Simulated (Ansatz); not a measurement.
Start from InSb in the zinc blende structure (space group F-43m, No. 216; a = 6.635 Å).

Calculations: DFT with PBE, PAW potentials and a 420 eV plane-wave cutoff in Ansatz (a program for electronic structure), without spin-orbit coupling.

Base values:

```
Quantity   Result
--------  -------
Pressure  0.0 GPa
Band gap     zero
```

The change: an isotropic linear strain of −1.00 %; the atoms relax in the strained cell.

What does the calculation give for the energy relative to the base, pressure and band gap after the change?

The energy increases by 3.9 meV/atom; the pressure goes from zero to 1.2 GPa; the band gap remains zero.

With Sb present, leaving out spin-orbit coupling can change the band edges. Whether these cells are dynamically stable was not tested. All final runs are without spin polarisation. A zero or small gap of InSb can be the functional's error rather than a property of the material.
